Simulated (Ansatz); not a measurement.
## Be₅Pt (space group F-43m, No. 216; a cell from a computed database, its experimental status unchecked)

```cif
data_Be20Pt4
_chemical_formula_sum 'Be20 Pt4'
_space_group_name_H-M_alt 'F-43m'
_space_group_IT_number 216
_space_group_name_Hall 'F -4 2 3'
_cell_length_a 5.93992
_cell_length_b 5.93992
_cell_length_c 5.93992
_cell_angle_alpha 90.000
_cell_angle_beta 90.000
_cell_angle_gamma 90.000
loop_
_atom_site_label
_atom_site_type_symbol
_atom_site_symmetry_multiplicity
_atom_site_Wyckoff_symbol
_atom_site_fract_x
_atom_site_fract_y
_atom_site_fract_z
_atom_site_occupancy
Be1 Be 4 c 0.25000 0.25000 0.25000 1
Be2 Be 16 e 0.62457 0.62457 0.62457 1
Pt1 Pt 4 a 0.00000 0.00000 0.00000 1
```
(The calculation used a cell of 6 atoms; values per cell refer to that cell.)

Level of theory: DFT with PBEsol, PAW potentials and a 420 eV plane-wave cutoff in Ansatz (an electronic-structure program), no spin-orbit coupling. Settings: 14×14×14 k-points, 0.05 eV Fermi–Dirac smearing.

Volume per atom: 8.73 Å³
Density: 7.61 g/cm³
Band gap: 0.16 eV, indirect, K–Γ (67 % along) → W
Lowest conduction-band minima above the VBM: W (1/2, -1/4, 1/4) 0.16 eV; X along ⟨100⟩ 0.17 eV; a point along ⟨110⟩, about 0.5 Å⁻¹ from Γ 1.42 eV
Total energy: -2139.738 eV/atom (σ→0; compares only within this code and set-up)

With Pt present, leaving out spin-orbit coupling can change the band edges. Whether these cells are dynamically stable was not tested.
